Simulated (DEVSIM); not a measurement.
Device: Au/Al2O3/SiO2/p-Si capacitor, at 400 K.

```tsv
layer (left to right)	material	thickness (nm)	Na (cm⁻³)
1	Al2O3	3.10	-
2	SiO2	1.20	-
3	Si	1500	1.4e17
```

Metal gate on the left, work function 5.1 eV. Fixed charge at the semiconductor interface -1.2e10 cm⁻² (in units of +e); no interface traps.

This is a model device: material constants are rounded textbook-type values typed into the input, and sizes, dopings and lifetimes were drawn at random. Values at 300 K; Nc and Nv go as T^1.5, mobilities as T to minus their exponent, the gap by Varshni's rule with the affinity fixed.

| parameter | Al2O3 | SiO2 | Si |
|---|---|---|---|
| gap (eV) | 6.8 | 9 | 1.124 |
| affinity (eV) | 1.35 | 0.9 | 4.05 |
| permittivity | 9 | 3.9 | 11.7 |
| Nc (cm⁻³) | - | - | 2.86e19 |
| Nv (cm⁻³) | - | - | 3.1e19 |
| Varshni α (eV/K) | - | - | 0.000473 |
| Varshni β (K) | - | - | 636 |

DEVSIM, 1D Poisson equation in equilibrium, Boltzmann statistics, complete ionisation; no quantum confinement or tunnelling. Metal contacts follow the ideal Schottky-Mott rule: no Fermi-level pinning, no interface dipoles.

The temperature was swept, all else fixed.

| temperature (K) | threshold voltage (band bending 2φF) (V) | flat-band voltage (V) | minimum of the low-frequency capacitance (μF/cm²) |
|---|---|---|---|
| 250 | 1.10 | 0.03 | 0.112 |
| 300 | 1.06 | 0.07 | 0.120 |
| 350 | 1.02 | 0.11 | 0.126 |
| 400 | 0.99 | 0.16 | 0.138 |
| 450 | 0.95 | 0.20 | 0.148 |
| 500 | 0.91 | 0.25 | 0.166 |

From the first row to the last the threshold voltage (band bending 2φF) goes from 1.10 to 0.91. From the first row to the last the flat-band voltage goes from 0.03 to 0.25.
